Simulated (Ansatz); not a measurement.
**Response to strain in hypothetical anti-CdI2 type Cs2O**

Start from Cs₂O in the anti-CdI2 type structure (space group P-3m1, No. 164; a = 4.170 Å, c = 6.820 Å; a hypothetical phase, not in the database extracts checked). Axes: x lies along a and z along c of the hexagonal cell.

Strains are applied to the cell and any free atomic positions relax; under biaxial strain the out-of-plane vector relaxes too; under stress the whole cell relaxes.

The values are results of Kohn–Sham DFT with the PBE-D3(BJ) functional, run in Ansatz (a quantum-chemistry and plane-wave program) with PAW and 420 eV plane waves, without spin-orbit coupling, not measurements.

Notes on the quantities. pressure: mean of the normal stresses, compression positive.

```csv
change,pressure,band gap,width of the top valence band
base,0.00 GPa,0.95 eV,0.57 eV
"biaxial strain −1.98 %, plane normal [001], relaxed out of plane",0.41 GPa,1.05 eV,0.51 eV
"biaxial strain −1.03 %, plane normal [001], relaxed out of plane",0.21 GPa,1.00 eV,0.54 eV
"biaxial strain +2.27 %, plane normal [001], relaxed out of plane",-0.39 GPa,0.87 eV,0.61 eV
"biaxial strain +2.37 %, plane normal [001], relaxed out of plane",-0.41 GPa,0.87 eV,0.61 eV
"biaxial strain +4.39 %, plane normal [001], relaxed out of plane",?,0.81 eV,0.64 eV
isotropic strain −1.93 %,0.72 GPa,1.19 eV,0.58 eV
isotropic strain +1.89 %,?,0.76 eV,0.56 eV
uniaxial strain ε_xx = +4.01 %,-0.41 GPa,0.80 eV,–
"uniaxial stress, 1 GPa compression along x",–,1.02 eV,–
```

**Question.** Some entries are withheld; estimate them.

**Answer.** 
- biaxial strain +4.39 %, plane normal [001], relaxed out of plane, pressure: -0.70 GPa
- isotropic strain +1.89 %, pressure: -0.48 GPa

Stability under load was not tested beyond the relaxation.
